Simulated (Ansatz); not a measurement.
This Ansatz (an electronic-structure program) input is the reference run, Ga2O3 in the corundum structure (space group R-3c, No. 167), computed with PBEsol, PAW, 420 eV (Ansatz; no SOC):

Ansatz 0.2 input:
```yaml
crystal:
  lattice:
    - [2.5001711834, 1.4434745058, 4.4829273103]
    - [-2.5001711834, 1.4434745058, 4.4829273103]
    - [0, -2.8869490115, 4.4829273103]
  atoms:
    - { symbol: Ga, position: [0.6442995292, 0.6442995292, 0.6442995292] }
    - { symbol: Ga, position: [0.1442995292, 0.1442995292, 0.1442995292] }
    - { symbol: Ga, position: [0.3557004708, 0.3557004708, 0.3557004708] }
    - { symbol: Ga, position: [0.8557004708, 0.8557004708, 0.8557004708] }
    - { symbol: O, position: [0.75, 0.4472128088, 0.0527871912] }
    - { symbol: O, position: [0.0527871912, 0.75, 0.4472128088] }
    - { symbol: O, position: [0.25, 0.5527871912, 0.9472128088] }
    - { symbol: O, position: [0.5527871912, 0.9472128088, 0.25] }
    - { symbol: O, position: [0.9472128088, 0.25, 0.5527871912] }
    - { symbol: O, position: [0.4472128088, 0.0527871912, 0.75] }
basis: { ecutwfc: 420, ecutrho_ratio: 4, xc_grid: 2, fft_grid_basis: typed }
kpoints: { mp_grid: { grid: [8, 8, 8] } }
hamiltonian:
  xc: pbesol
  dispersion: none
  pseudopotentials: { kind: paw }
scf: { occupations: { method: fermi_dirac, width: 0.05 }, convergence: { dr2_threshold: 0.000000001 } }
output: { forces: true, stress: true }
checkpoint: { write: state.ck, write_every: 1000 }
```

Q: Write the input for this change: the cell is compressed by 2.25 % along z with no lateral relaxation, atoms relaxed at fixed cell.

A: 
Ansatz 0.2 input:
```yaml
crystal:
  lattice:
    - [2.5001711834, 1.4434745058, 4.3820614458]
    - [-2.5001711834, 1.4434745058, 4.3820614458]
    - [0, -2.8869490115, 4.3820614458]
  atoms:
    - { symbol: Ga, position: [0.6442995292, 0.6442995292, 0.6442995292] }
    - { symbol: Ga, position: [0.1442995292, 0.1442995292, 0.1442995292] }
    - { symbol: Ga, position: [0.3557004708, 0.3557004708, 0.3557004708] }
    - { symbol: Ga, position: [0.8557004708, 0.8557004708, 0.8557004708] }
    - { symbol: O, position: [0.75, 0.4472128088, 0.0527871912] }
    - { symbol: O, position: [0.0527871912, 0.75, 0.4472128088] }
    - { symbol: O, position: [0.25, 0.5527871912, 0.9472128088] }
    - { symbol: O, position: [0.5527871912, 0.9472128088, 0.25] }
    - { symbol: O, position: [0.9472128088, 0.25, 0.5527871912] }
    - { symbol: O, position: [0.4472128088, 0.0527871912, 0.75] }
basis: { ecutwfc: 420, ecutrho_ratio: 4, xc_grid: 2, fft_grid_basis: typed }
kpoints: { mp_grid: { grid: [8, 8, 8] } }
hamiltonian:
  xc: pbesol
  dispersion: none
  pseudopotentials: { kind: paw }
scf: { occupations: { method: fermi_dirac, width: 0.05 }, convergence: { dr2_threshold: 0.000000001 } }
relax: { f_tol: 0.005, max_steps: 50 }
output: { forces: true, stress: true }
checkpoint: { write: state.ck, write_every: 1000 }
```
This is the input that was run.

The cells carry an imposed strain or load. Stability against distortions was not tested.
